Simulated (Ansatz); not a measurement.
Amorphous silicon oxynitride (Si₂₄O₃₆N₈), 68 atoms at 2.63 g/cm³, one PBE-relaxed geometry, zone centre. Methods: PBE, scalar-relativistic without spin-orbit coupling (Ansatz, a program for electronic structure); r2SCAN, scalar-relativistic without spin-orbit coupling (Ansatz); PBE0, scalar-relativistic without spin-orbit coupling (Ansatz). Plane waves to 420 eV (r2SCAN 500 eV); exact exchange is cut at the cell's faces. At PBE the levels at the filled edge of the gap are localised (band-tail or defect states), and the nearest spread-out levels lie 5.2 eV apart at the zone centre. All rungs ran without spin polarisation.

It comes from a melt-quench run on a machine-learned potential (CHGNet), relaxed afterwards by DFT. O and N atoms were pushed apart under 1.9 Å during the dynamics, to hinder bonds among them. The hot cell started wider than the set density and was brought back towards it in steps. It is the lowest in DFT energy of 2 quenches. It is a model cell: composition and starting density were chosen by hand, and all elements were melted together. No dispersion term was used. Its density started from a set value of 2.77 and ended at 2.63 g/cm³. The simulated quench (nominally 150 K/ps over its main leg) is rapid and tends to freeze in more defects than a deposited or slowly cooled glass has. Values belong to this one cell and scatter from quench to quench. The volume was free in the relaxation, at fixed shape. Stress components on the final sampling reach 3.1 GPa.

The relaxation ran on the zone centre alone. At PBE the level gap is 4.01 eV on a 2×2×2 Γ-centred mesh, and the spacing at the zone centre alone 4.02 eV.

What zone-centre spacing does r2SCAN give, roughly?

4.59 eV (+0.57 eV against PBE).

What zone-centre spacing does PBE0 give, roughly?

6.38 eV (+2.36 eV against PBE).

The highest filled and the lowest empty state spread over these numbers of atoms (participation numbers): PBE: 3.4 and 60.0; r2SCAN: 3.4 and 61.8; PBE0: 3.4 and 61.5.
